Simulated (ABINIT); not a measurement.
A self-consistent single point of Ta (Im-3m, 1 atom in the cell) with ABINIT.

Computed with PBEsol, PAW (JTH v2.0 PBE PAW, files made for PBE) (plane waves; ABINIT 10.0.3).

```xyz
1
Lattice="-1.6779 1.6779 1.6779 1.6779 -1.6779 1.6779 1.6779 1.6779 -1.6779" Properties=species:S:1:pos:R:3 pbc="T T T"
Ta     0.0000     0.0000     0.0000
```

Reference input (self-consistent single point, DFT, PBE, plane waves, PAW (JTH v2.0 PBE PAW)): pseudos = [Ta.GGA_PBE-JTH.xml]; ecut = 20 Ha; pawecutdg = 40 Ha; pawxcdev = 0; ixc = 11; occopt = 3; tsmear = 0.136 eV; ngkpt = 18 18 18; nshiftk = 1; shiftk = 0 0 0; potentials = JTH v2.0 PBE PAW; nband = 12. This run's input differs from it in these lines:

```diff
@@ -18,3 +18,3 @@
 pawxcdev 0
-ixc 11
+ixc -116133
 occopt 3
```

The program printed (abridged):

```
--- !BeginCycle
solver: {iscf: 17, nstep: 50, nline: 4, wfoptalg: 10, }
tolerances: {tolvrs: 1.00E-10, }
...

     iter   Etot(hartree)      deltaE(h)  residm     nres2
 ETOT  1  -57.381266799992    -5.738E+01 1.764E+01 3.411E+00
 ETOT  2  -59.043685133684    -1.662E+00 1.575E-01 2.630E+00
 ETOT  3  -59.032966469149     1.072E-02 5.597E-02 6.568E-01
 ETOT  4  -59.029578668817     3.388E-03 8.981E-01 9.329E-03
 ETOT  5  -59.029786489116    -2.078E-04 1.434E-02 4.871E-03
   [... 2 lines left out ...]
 ETOT  8  -59.029757376856     1.619E-07 9.066E-04 2.574E-07
 ETOT  9  -59.029757383765    -6.908E-09 7.013E-04 2.788E-08
 ETOT 10  -59.029757383612     1.528E-10 3.394E-04 1.537E-09
 ETOT 11  -59.029757383612    -2.842E-14 7.839E-04 1.265E-11
 At SCF step   11       nres2   =  1.26E-11 < tolvrs=  1.00E-10 =>converged.

 Cartesian components of stress tensor (hartree/bohr^3)
  sigma(1 1)=  4.11713394E-04  sigma(3 2)=  0.00000000E+00
  sigma(2 2)=  4.11713394E-04  sigma(3 1)=  0.00000000E+00
  sigma(3 3)=  4.11713394E-04  sigma(2 1)=  0.00000000E+00

 ----iterations are completed or convergence reached----

 reduced coordinates (array xred) for    1 atoms
       0.000000000000      0.000000000000      0.000000000000
 cartesian forces (eV/Angstrom) at end:
    1     -0.00000000000000    -0.00000000000000    -0.00000000000000
 frms,max,avg= 0.0000000E+00 0.0000000E+00   0.000E+00  0.000E+00  0.000E+00 e/A
 length scales=  5.492048561200  5.492048561200  5.492048561200 bohr
              =  2.906266927057  2.906266927057  2.906266927057 angstroms
   [... lines left out ...]
 Fermi (or HOMO) energy (eV) =   0.78066   Average Vxc (eV)= -12.43366
   [... lines left out ...]
'-kT*entropy'       : -3.04521927161784E-03
total_energy        : -5.90297551786676E+01
total_energy_eV     : -1.60628132732855E+03
...

-Cartesian components of stress tensor (GPa)         [Pressure= -1.2113E+01 GPa]
- sigma(1 1)=  1.21130242E+01  sigma(3 2)=  0.00000000E+00
- sigma(2 2)=  1.21130242E+01  sigma(3 1)=  0.00000000E+00
- sigma(3 3)=  1.21130242E+01  sigma(2 1)=  0.00000000E+00

 Calculation completed.
```

The run converged in 11 iterations. Against the reference run the pressure goes from -5.97 to -12.11 GPa.

The starting cell comes from a database of computed structures (which also holds hypothetical and non-ambient phases and stackings), without a prior relaxation at this level. Its lattice was rescaled by a random factor within 2.5 % of one. Spin polarisation is off. The potentials were made for another functional than the one used. With a pressure of about -12 GPa the cell is away from its equilibrium volume at this level.

Cost on one core of a shared machine: roughly 60 s.
